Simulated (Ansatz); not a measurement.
# Response to strain in HfO2

Take HfO2 (space group P4_2/nmc, No. 137; a = 3.5671 Å, c = 5.1660 Å) as the base. Axes: x, y, z lie along a, b, c of the conventional cell.

Strains are applied to the cell and any free atomic positions relax; under stress the whole cell relaxes.

Levels (all Ansatz, a quantum-chemistry and plane-wave program, PAW): PBEsol (420 eV, without spin-orbit coupling); r2SCAN (500 eV, spin-orbit coupling left out); HSE06 (420 eV, without spin-orbit coupling).

Band gaps by level, all at the geometries relaxed with PBEsol:

```csv
case,PBEsol,r2SCAN,HSE06
base,4.57 eV,5.22 eV,6.34 eV
isotropic strain −0.48 %,4.54 eV,5.20 eV,6.32 eV
uniaxial strain ε_yy = −1.25 %,4.55 eV,5.21 eV,6.33 eV
"uniaxial stress, 2 GPa compression along z",4.55 eV,5.21 eV,6.32 eV
```

Single points use the geometry relaxed with PBEsol. HSE06 was sampled on its mesh, a few special points and the semilocal edge points, so its gap is an upper bound. With Hf present, leaving out spin-orbit coupling can change the band edges. Stability under load was not tested beyond the relaxation. This is not the structure that HfO2 has at room temperature and ambient pressure.
